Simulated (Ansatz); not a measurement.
The starting structures come from a database of crystals and need not be the phases stable at ambient conditions.

Inside the gap of an insulator the Bloch states are evanescent, with a wavenumber k + iκ along the transport direction.

Data:

```xyz
18
Lattice="7.4906 -0.0132 -0.0307 1.3691 7.3645 -0.0307 2.7381 2.2720 5.2893" Properties=species:S:1:pos:R:3 pbc="T T T"
K      1.3691     1.1360     2.6446
Sb     3.0832     5.0758     0.0822
Sb     4.6713     3.6406     3.6834
Sb     8.5269     4.5576     5.1694
Sb     6.9143     5.9724     1.5207
F      7.4417     4.8746    -0.0447
F      4.0648     6.7074     0.6371
F      2.8865     3.6951     2.8200
F      6.0645     1.6973     1.7540
F      0.8682     1.7066     0.0794
F      8.3913     2.5719     4.8134
F      8.8910     6.3910     1.5967
F      5.0452     8.5769     3.9662
F      5.1144     4.2436     1.2916
F      4.7351     5.6507     3.5741
F      3.8015     2.1528     0.1788
F      7.4115     4.4279     2.7138
F      7.2476     7.0150     3.9890
```

Space group of this cell: I-4. The cell was relaxed by PBE-D3(BJ); by PBEsol its mean pressure is -1.9 GPa.

Transport runs along the normal of the first two printed cell vectors, the (101) plane of the conventional cell.

The gap is the functional's own. No spin-orbit coupling. Mid-gap values are interpolated on the energy grid.

Q: Predict the band gap and the smallest decay constant κ at mid-gap from PBEsol run with Ansatz (a first-principles code).

A: Gap 4.61 eV on a 6×6×6 mesh; κ = 0.539 1/Å, at (0.000, 0.500) of the in-plane reciprocal vectors. At the zone centre, at the nearest computed energy, the slowest state has κ = 0.55 1/Å.
